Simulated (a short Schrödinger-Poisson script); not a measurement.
Stack: gated In0.52Al0.48As/In0.53Ga0.47As δ-doped gas in a quantum well, at 300 K.

```csv
layer,material,thickness (nm),Na (cm⁻³)
1,In0.52Al0.48As,30,-
2,In0.52Al0.48As,5,-
3,In0.53Ga0.47As,6,-
4,In0.52Al0.48As,4000,3e14
```

The device is made up for the run: typed textbook-type constants, with dimensions and the other settings drawn at random. In0.52Al0.48As: permittivity 12.5, conduction-band edge (eV) 0.52, gap (eV) 1.45, electron mass (mₑ) 0.075, Nv at 300 K (cm⁻³) 1.1e19. In0.53Ga0.47As: permittivity 13.9, conduction-band edge (eV) 0, gap (eV) 0.74, Nv at 300 K (cm⁻³) 7.7e18.

Channel valleys (confinement mass, in-plane density-of-states mass, number): Γ 0.041, 0.041, 1. At the gate the conduction-band edge of layer 1 lies 0.65 eV − eVg above the Fermi level of the channel; the field vanishes at the back. Sheet of ionised δ-doping: +1.8e12 e/cm² at 30 nm from the gate. The barrier under the gate holds no holes. Gaps are held at their typed values at every temperature. Mesh 0.08 nm at interfaces.

Solved with a short Schrödinger-Poisson script written for these runs: 1D Poisson equation in equilibrium, electrons quantum, Hartree plus LDA exchange-correlation (BenDaniel-Duke, 40 states a valley, the channel's in-plane mass for all, wave functions free to enter the barrier), parabolic valleys, classical holes, full ionisation, no traps, pinning or gate leakage.

The same stack at other levels of the model or other numerical settings:

| run | sheet density of all electrons at Vg = 0.4 V (cm⁻²) | sheet density of all electrons at Vg = -0.6 V (cm⁻²) | capacitance at Vg = 0.4 V (μF/cm²) | centroid of the channel electrons at Vg = 0.4 V (nm) | rough cost against the base |
|---|---|---|---|---|---|
| base | 1.59e12 | 1.78e10 | 0.274 | 2.84 | about 1 |
| electrons treated as classical, Boltzmann | 1.82e12 | 7.18e10 | 0.301 | 2.02 | 0.02 |
| electrons treated as classical, Fermi-Dirac | 1.60e12 | 6.63e10 | 0.266 | 2.74 | 0.09 |
| electrons treated as quantum, Hartree | 1.56e12 | 1.59e10 | 0.273 | 2.84 | about 1 |
| mesh six times as coarse | 1.59e12 | 1.70e10 | 0.274 | 2.83 | 0.3 |
| one subband a valley | 1.59e12 | 1.78e10 | 0.274 | 2.84 | 0.3 |

The classical rows ignore confinement, and Boltzmann statistics overrate the density once the band edge passes the Fermi level.
